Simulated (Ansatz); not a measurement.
WSi₂ (space group I4/mmm, No. 139)

```
WSi2
1.0
   -1.61460     1.61460     3.93361
    1.61460    -1.61460     3.93361
    1.61460     1.61460    -3.93361
Si W
2 1
Cartesian
  0.00000   0.00000   5.23503
  0.00000   0.00000   2.63218
  0.00000   0.00000   0.00000
```

The values are results of PBE (Ansatz, a quantum-chemistry and plane-wave program, PAW, scalar-relativistic without spin-orbit coupling), not measurements. Γ-centred 20×20×20 mesh, Fermi–Dirac width 0.05 eV.

- Volume per atom: 13.67 Å³
- Density: 9.72 g/cm³
- Band gap: zero
- Total energy: -3885.820 eV/atom (σ→0; compares only within this code and set-up)

Whether these cells are dynamically stable was not tested. All final runs are without spin polarisation.
